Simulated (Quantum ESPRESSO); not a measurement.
# Equation of state of diamond-structure C (space group 227): energy against volume (Quantum ESPRESSO, PBEsol)

```
CELL_PARAMETERS angstrom
      0.00000     1.73172     1.73172
      1.73172     0.00000     1.73172
      1.73172     1.73172     0.00000
ATOMIC_POSITIONS crystal
  C  0.50000 0.50000 0.50000
  C  0.75000 0.75000 0.75000
```

Level of theory: PBEsol, GBRV 1.5 ultrasoft (PBESOL) pseudopotentials (plane waves; Quantum ESPRESSO). Settings: ecutwfc = 52 Ry; ecutrho = 260 Ry; occupations = smearing; smearing = fd; degauss = 0.000734986 Ry; potentials = {C: c_pbesol_v1.2.uspp.F.UPF}; K_POINTS = automatic 16 16 16 0 0 0; conv_thr = 1e-10 Ry; mixing_beta = 0.3. The cell above is the first row's. The rows scale it uniformly. In all rows fractional positions and the k mesh are held. E is the free energy at the stated smearing, counted from the lowest row.

| V (Å^3/atom) | E (meV/atom) |
|---|---|
| 5.1931 | 50.10 |
| 5.3060 | 25.96 |
| 5.4189 | 10.04 |
| 5.5318 | 1.61 |
| 5.6447 | 0.00 |
| 5.7576 | 4.60 |
| 5.8705 | 14.86 |
| 5.9834 | 30.26 |
| 6.0963 | ? |

Q: Using the third-order Birch-Murnaghan form, a cubic in V^(-2/3), estimate the missing E at V = 6.0963 from the other rows, showing the fit.

A: With u = V^(-2/3) - 0.318, the rows have u = 0.015464, 0.010717, 0.006135, 0.001710, -0.002568, -0.006705, -0.010709, -0.014587. Least squares gives E = 0.196 + 528.04·u + 176071·u² - 98450·u³. Residuals (row less fit): -0.002, 0.004, 0.000, -0.003, -0.003, -0.001, 0.006, -0.004; standard error 0.005 (degrees of freedom: 4). Its minimum lies at u = -0.001498, so V0 = (0.316502)^(-3/2) = 5.616. There d²E/du² = 353000 and d³E/du³ = -590700, so B0 = (4/9) × 5.616^(-7/3) × 353000 × 0.160218 = 448 GPa (the last factor turns the table's units into GPa), and B0' = 4 + (2/3) × 0.316502 × (-590700)/353000 = 3.6. The program's pressures in the fitted runs (not shown) pass through zero at V = 5.62, 0.01 % from this V0. At the withheld row, u = -0.018344, so E = 0.196 + 528.04 × (-0.018344) + 176071 × (-0.018344)² - 98450 × (-0.018344)³ = 50.366 meV/atom. The calculation gives 50.36 meV/atom, 0.006 meV/atom below the prediction (under 0.05 % of the range of E in the table). The row lies outside the fitted rows, so this is an extrapolation. From the scatter of the fitted rows alone, a prediction at this place has a standard error of 0.011 meV/atom, so the miss is 0.5 times that.

Carrying the step between the two nearest rows on in a straight line would have given 45.66, off by 4.70; series whose last step already gives the withheld value aren't shown. The scan was laid around a cell of about the measured size, scaled by a guess for this functional. The runs keep the symmetry of the cell, so they don't test it for distortions. Cutoffs and mesh are single choices, not tested for convergence of this quantity. Series with a scatter that would blur these digits, or in which a gap closes, are not shown. Nor are scans whose minimum lies at an end fitted in this form.
